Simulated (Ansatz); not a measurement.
**ZrC: response to strain**

Start from ZrC in the rock salt structure (space group Fm-3m, No. 225; relaxed with 0.1 eV smearing).

```xyz
2
Lattice="0.0000 2.3544 2.3544 2.3544 0.0000 2.3544 2.3544 2.3544 0.0000" Properties=species:S:1:pos:R:3 pbc="T T T"
Zr     0.0000     0.0000     0.0000
C      2.3544     2.3544     2.3544
```

Strains are applied to the cell and any free atomic positions relax.

Method: Kohn–Sham DFT with the PBE functional, run in Ansatz (an electronic-structure program) with PAW and 420 eV plane waves, no spin-orbit coupling.

Notes on the quantities. energy relative to the base: free energy F.

| variant | energy relative to the base | pressure | volume per atom |
|---|---|---|---|
| base | 0 meV/atom | 0.0 GPa | 13.05 Å³ |
| isotropic strain −3.00 % | +80 meV/atom | 24.4 GPa | 11.91 Å³ |
| isotropic strain −2.50 % | ___ | 19.7 GPa | 12.10 Å³ |
| isotropic strain −2.00 % | ___ | 15.2 GPa | 12.28 Å³ |
| isotropic strain −1.50 % | +19 meV/atom | 11.0 GPa | 12.47 Å³ |
| isotropic strain −0.50 % | +2.1 meV/atom | 3.4 GPa | 12.86 Å³ |
| isotropic strain +1.00 % | ___ | -6.2 GPa | 13.45 Å³ |
| isotropic strain +1.50 % | +18 meV/atom | -9.1 GPa | 13.65 Å³ |
| isotropic strain +2.50 % | +47 meV/atom | -14.2 GPa | 14.05 Å³ |
| isotropic strain +3.00 % | ___ | -16.4 GPa | 14.26 Å³ |

**Question.** Fill in the withheld entries from the trend.

**Answer.** 
- isotropic strain −2.50 %, energy relative to the base: +55 meV/atom
- isotropic strain −2.00 %, energy relative to the base: +35 meV/atom
- isotropic strain +1.00 %, energy relative to the base: +7.9 meV/atom
- isotropic strain +3.00 %, energy relative to the base: +67 meV/atom

Stability against distortions was not tested. The final runs are not spin-polarised.
